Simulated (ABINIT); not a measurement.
## Equation of state of cubic perovskite BaZrO3 (space group 221): energy against volume (ABINIT, LDA)

```xyz
5
Lattice="4.0270 0.0000 0.0000 0.0000 4.0270 0.0000 0.0000 0.0000 4.0270" Properties=species:S:1:pos:R:3 pbc="T T T"
Ba     0.0000     0.0000     0.0000
Zr     2.0135     2.0135     2.0135
O      2.0135     0.0000     2.0135
O      0.0000     2.0135     2.0135
O      2.0135     2.0135     0.0000
```

Computed with LDA (PW92), norm-conserving pseudopotentials (PseudoDojo nc-sr-04 LDA standard) (plane waves; ABINIT 10.0.3). Settings: pseudos = [Ba.upf, Zr.upf, O.upf]; ecut = 1497 eV; ixc = 7; occopt = 3; tsmear = 0.01 eV; ngkpt = 8 8 8; nshiftk = 1; shiftk = 0 0 0; potentials = PseudoDojo nc-sr-04 LDA standard; nband = 27; kptopt = 1; nstep = 80; tolvrs = 1e-12. The cell above is the first row's. The rows scale it uniformly. In all rows fractional positions and the k mesh are held. E is the free energy at the stated smearing, counted from the lowest row.

```
V (Å^3/atom)  E (meV/atom)
------------  ------------
13.0613              63.30
13.3453              35.24
13.6292              15.92
13.9131               4.44
14.1971               0.00
14.4810               1.89
14.7650               9.45
15.0489              22.11
15.3329                  ?
```

The 8 complete rows are fitted with the third-order Birch-Murnaghan form, a cubic in V^(-2/3), E against V. With u = V^(-2/3) - 0.172, the rows have u = 0.008306, 0.005738, 0.003261, 0.000869, -0.001444, -0.003681, -0.005846, -0.007942. Least squares gives E = 2.012 + 2269.81·u + 609685·u² + 656299·u³. Residuals (row less fit): -0.003, 0.006, 0.000, -0.005, -0.004, 0.005, 0.002, -0.003; standard error 0.006 (degrees of freedom: 4). Its minimum lies at u = -0.001867, so V0 = (0.170133)^(-3/2) = 14.25. There d²E/du² = 1212000 and d³E/du³ = 3938000, so B0 = (4/9) × 14.25^(-7/3) × 1212000 × 0.160218 = 175 GPa (the last factor turns the table's units into GPa), and B0' = 4 + (2/3) × 0.170133 × (3938000)/1212000 = 4.4. The program's pressures in the fitted runs (not shown) pass through zero at V = 14.25, 0.00 % from this V0.

Task: What does the fit predict for E at V = 15.3329, and how far is the calculated value from it?

Result: u = -0.009974, so E = 2.012 + 2269.81 × (-0.009974) + 609685 × (-0.009974)² + 656299 × (-0.009974)³ = 39.374 meV/atom. The calculation gives 39.35 meV/atom, 0.024 meV/atom below the prediction (under 0.05 % of the range of E in the table). The row lies outside the fitted rows, so this is an extrapolation. From the scatter of the fitted rows alone, a prediction at this place has a standard error of 0.013 meV/atom, so the miss is 1.8 times that.

Carrying the step between the two nearest rows on in a straight line would have given 34.77, off by 4.58; series whose last step already gives the withheld value aren't shown. The scan was laid around a cell of about the measured size, scaled by a guess for this functional. The runs keep the symmetry of the cell, so they don't test it for distortions. The LDA file for Ba was generated anew from PseudoDojo's inputs, some of which were changed. Spin-orbit coupling is off. Cutoffs and mesh are single choices, not tested for convergence of this quantity. Series with a scatter that would blur these digits, or in which a gap closes, are not shown. Nor are scans whose minimum lies at an end fitted in this form.
